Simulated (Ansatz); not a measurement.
## How far PBE and r2SCAN part for hypothetical zinc blende PbTe, 3 layers

Take PbTe in the zinc blende structure (space group F-43m, No. 216; a = 7.3355 Å; a hypothetical phase, not in the database extracts checked) as the base. Axes: x, y, z lie along the cube axes.

(Cell as relaxed with PBE.)

Levels (all Ansatz, a program for electronic structure, PAW): PBE (420 eV, without spin-orbit coupling); r2SCAN (500 eV, no SOC).

Each level relaxes its own structure.

```json
[
 {"base": "volume per atom", "PBE": "49.34 Å³", "r2SCAN": "48.32 Å³"},
 {"base": "lattice parameter a", "PBE": "7.335 Å", "r2SCAN": "7.284 Å"},
 {"base": "band gap", "PBE": "0.63 eV", "r2SCAN": "0.75 eV"}
]
```

Now apply this change: a free-standing slab of 3 layers (6 atoms, 2 a layer) is cut normal to [110], with 15 Å of vacuum and the in-plane cell held at bulk.

| quantity | PBE | r2SCAN |
|---|---|---|
| band gap | 0.93 eV | ___ |
| shift of the gap caused by the change | +0.30 eV | ___ |
| shortest interatomic distance | 3.066 Å | ___ |

**Question.** Given the PBE results, estimate those of r2SCAN.

**Answer.** 
- band gap, r2SCAN: 1.14 eV
- shift of the gap caused by the change, r2SCAN: +0.39 eV
- shortest interatomic distance, r2SCAN: 3.036 Å

PBE's band gap lies 0.203 eV below r2SCAN's; PBE's shift of the gap caused by the change lies 0.09 eV below r2SCAN's; PBE's shortest interatomic distance lies 0.0306 Å above r2SCAN's (1.0 %). Neither level is exact; r2SCAN is the comparison here, not a measurement.

With Pb and Te present, leaving out spin-orbit coupling can change the band edges. Semilocal Kohn–Sham gaps tend to fall short of experiment. No phonon test of stability was made.
